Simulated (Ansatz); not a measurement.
# WTe2 (P6₃/mmc, No. 194, 6 atoms in the cell; start mp-1019322; a measured phase of this formula has another space group)

Computed with HSE06 (Ansatz, an electronic-structure program, PAW).

Settings: plane-wave cutoff 460 eV, 9×9×2 k mesh (along the axes of the cell as run), Fermi–Dirac smearing 0.01 eV, no spin polarisation, scalar-relativistic PAW data made under PBE.

Cell (relaxed with PBEsol):

WTe2 is taken in the hexagonal space group P6₃/mmc (No. 194), Pearson symbol hP6. Lattice parameters: a = 3.4968 Å, b = 3.4968 Å, c = 14.0618 Å, α = 90.00°, β = 90.00°, γ = 120.00°. Te on 4f is coordinated by 3 W at 2.714 Å (trigonal pyramidal). W on 2c sees 6 Te at 2.714 Å (trigonal prismatic). (Neighbours: up to the widest gap in distance over summed covalent radii, below 1.35, at either atom; cation-cation and far metal-metal contacts left out.)

* **band gap**: 1.15 eV
* **smallest direct gap on the k points sampled**: 1.49 eV
* **direct gap at Γ**: 3.69 eV

Note: cell and atoms aren't relaxed at this level (pressure 0.8 GPa); the cell has widely spaced layers and the level no dispersion term, so their spacing and the moduli can rest on weak binding.

Spin–orbit coupling is not included; with these elements it can move the gap by several tenths of an eV or more.

Computed values are for the static lattice.

A start named mp-… is a Materials Project structure, which need not be a measured phase.
